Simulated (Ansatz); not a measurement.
# Quick settings and what they miss: AlCo₃ (P6_3/mmc, 8 atoms in the cell)

Self-consistent single point.

```yaml
crystal:
  lattice:
    - [5.18447, 0.00000, 0.00000]
    - [-2.59224, 4.48989, 0.00000]
    - [0.00000, 0.00000, 4.17431]
  atoms:
    - { symbol: Al, position: [0.66667, 0.33333, 0.25000] }
    - { symbol: Al, position: [0.33333, 0.66667, 0.75000] }
    - { symbol: Co, position: [0.16488, 0.32976, 0.25000], spin: 3.0 }
    - { symbol: Co, position: [0.83512, 0.67024, 0.75000], spin: 3.0 }
    - { symbol: Co, position: [0.83512, 0.16488, 0.75000], spin: 3.0 }
    - { symbol: Co, position: [0.16488, 0.83512, 0.25000], spin: 3.0 }
    - { symbol: Co, position: [0.67024, 0.83512, 0.25000], spin: 3.0 }
    - { symbol: Co, position: [0.32976, 0.16488, 0.75000], spin: 3.0 }
```
(The spins are starting values, not results.)

Computed with PBEsol, PAW files made with PBE (plane waves; Ansatz, an electronic-structure program).

Base settings: basis.ecutwfc = 420 eV; kpoints.mp_grid.grid = 5 5 6; hamiltonian.xc = pbesol; hamiltonian.pseudopotentials = {kind: paw} (the program's default PAW files); magnetization.spin_polarized = true; scf.occupations.method = fermi_dirac; scf.occupations.width = 0.1 eV.

Tight run (finer mesh or higher cutoff; not a proven limit): basis.ecutwfc: 420 eV → 590 eV; kpoints.mp_grid.grid: 5 5 6 → 7 7 9; scf.convergence.dr2_threshold: default (1e-07 eV) → 1e-09 eV. It gave Fermi level (on the code's own zero) 14.81 eV; pressure -16.95 GPa; largest force (vector length) 0.070 eV/Å; size of the cell's spin moment 7.77 μB.

Quick runs, as changes from the base:
- A: the base itself
- B: basis.ecutwfc: 420 eV → 250 eV; kpoints.mp_grid.grid: 5 5 6 → 1 1 1
- C: basis.ecutwfc: 420 eV → 295 eV; kpoints.mp_grid.grid: 5 5 6 → 4 4 4; hamiltonian.xc: pbesol → lda [LDA (PW92)]

Energies are extrapolated to zero smearing width, which holds to low order in the width alone.

Dashes: energy of C, another energy zero.

† marks runs with another functional, U, potentials or spin treatment: their distance from the tight run is not a convergence error alone.

The count of work is k-points × plane waves × bands × iterations; it is no time. 

Pressures in the table are Ansatz's without its Pulay estimate, at a fixed set of plane waves; the tight run's value above holds the estimate.

The starting cell comes from a database of computed structures (which also holds hypothetical and non-ambient phases and stackings), without a prior relaxation at this level. Its lattice was rescaled by a random factor within 2.5 % of one. The magnetic order is the one reached from the typed start; others were not searched systematically. In the base run, with a pressure of about -17 GPa the cell is away from its equilibrium volume at this level.

```
run  energy less tight (meV/atom)  pressure less tight (GPa)  largest miss in a force vector (eV/Å)  size of the net moment less tight (μB/atom)  count of work / tight
---  ----------------------------  -------------------------  -------------------------------------  -------------------------------------------  ---------------------
A                             0.4                      -0.12                                  0.003                                         0.00                   0.27
B                          1643.9                    -105.24                                  0.401                                        -0.25                 0.0066
C†                              –                     -31.45                                  0.041                                        -0.05                  0.099
```

Among the runs at the tight run's level, the energy misses run from 0.4 to 1643.9 meV/atom.

Left out of this page: 3 runs of the series outside the window shown, repeating another row's setting, or not comparable.

Keys are those of Ansatz 0.2.
